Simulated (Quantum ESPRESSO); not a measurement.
Quantum ESPRESSO run on CaGe₂Pd₂ (I4mm, 5 atoms in the cell): relaxation of the atoms.

Method: LDA (PZ), PSlibrary ultrasoft (LDA) pseudopotentials (plane waves; Quantum ESPRESSO).

Input:

```fortran
&CONTROL
   calculation = 'relax',
   outdir = './tmp',
   pseudo_dir = './',
   forc_conv_thr = 3.9e-05,
/
&SYSTEM
   ibrav = 0,
   nat = 5,
   ntyp = 3,
   ecutwfc = 50,
   ecutrho = 600,
   occupations = 'smearing',
   smearing = 'gauss',
   degauss = 0.0073499,
/
&ELECTRONS
   conv_thr = 1.0e-11,
   mixing_beta = 0.7,
/
&IONS
/
ATOMIC_SPECIES
Ca    40.0780  Ca.pz-spn-rrkjus_psl.1.0.0.UPF
Ge    72.6300  Ge.pz-n-rrkjus_psl.1.0.0.UPF
Pd   106.4200  Pd.pz-n-rrkjus_psl.1.0.0.UPF
ATOMIC_POSITIONS {crystal}
Ca    0.0149080000    0.0149080000    0.0000000000
Ge    0.3762100000    0.3762100000    0.0000000000
Ge    0.6237900000    0.6237900000    0.0000000000
Pd    0.7500000000    0.2500000000    0.5000000000
Pd    0.2500000000    0.7500000000    0.5000000000
K_POINTS {automatic}
5 5 5  0 0 0
CELL_PARAMETERS {angstrom}
  -2.1438070000     2.1438070000     5.0307750000
   2.1438070000    -2.1438070000     5.0307750000
   2.1438070000     2.1438070000    -5.0307750000
```

The program printed (abridged):

```
     Self-consistent Calculation

     iteration #  1     ecut=    50.00 Ry     beta= 0.70

     Threshold (ethr) on eigenvalues was too large:
     Diagonalizing with lowered threshold

     total energy              =    -234.29775886 Ry
     estimated scf accuracy    <       0.25200506 Ry

     iteration #  2     ecut=    50.00 Ry     beta= 0.70

     total energy              =    -234.29637562 Ry
     estimated scf accuracy    <       0.90317532 Ry

     iteration #  3     ecut=    50.00 Ry     beta= 0.70

     total energy              =    -234.43231871 Ry
     estimated scf accuracy    <       0.00374610 Ry

   [... 9 blocks of this kind left out ...]

     iteration # 13     ecut=    50.00 Ry     beta= 0.70

     total energy              =    -234.43821134 Ry
     estimated scf accuracy    <          7.3E-11 Ry

     iteration # 14     ecut=    50.00 Ry     beta= 0.70
     End of self-consistent calculation

     the Fermi energy is    10.0858 ev

!    total energy              =    -234.43821134 Ry
     estimated scf accuracy    <          1.0E-11 Ry
     smearing contrib. (-TS)   =      -0.00053498 Ry
     internal energy E=F+TS    =    -234.43767637 Ry

     convergence has been achieved in  14 iterations

   [... lines left out ...]
     Total force =     0.020655     Total SCF correction =     0.000003
     the Fermi energy is    10.0907 ev
!    total energy              =    -234.44078874 Ry
     Total force =     0.000065     Total SCF correction =     0.000000
   [... lines left out ...]
     history already reset at previous step: exiting
     Energy error            =      9.8E-08 Ry
     Gradient error          =      4.2E-05 Ry/Bohr

     bfgs failed after  12 scf cycles and  11 bfgs steps, convergence not achieved
     (criteria: energy <  1.0E-04 Ry, force <  3.9E-05 Ry/Bohr)

     End of BFGS Geometry Optimization

     Final energy             =    -234.4407887425 Ry

     File ./tmp/pwscf.bfgs deleted, as requested
Begin final coordinates

ATOMIC_POSITIONS (crystal)
Ca               0.0029804560        0.0029804560       -0.0000000000
Ge               0.3785429044        0.3785429044        0.0000000000
Ge               0.6274078550        0.6274078550        0.0000000000
Pd               0.7529883923        0.2529883923        0.5000000000
Pd               0.2529883923        0.7529883923        0.5000000000
End final coordinates

   JOB DONE.
```

The relaxation ended unconverged.  The full log also holds: “c_bands:  2 eigenvalues not converged”. The full log also holds: “WARNING: bfgs curvature condition failed, Theta= 0.882”.

The starting cell comes from a database of computed structures (which also holds hypothetical and non-ambient phases and stackings), without a prior relaxation at this level. Its lattice was rescaled by up to half a per cent. For this run, on top of that: one atom moved by 0.15 angstrom.

Cost on one core of a shared machine: roughly 10 min.
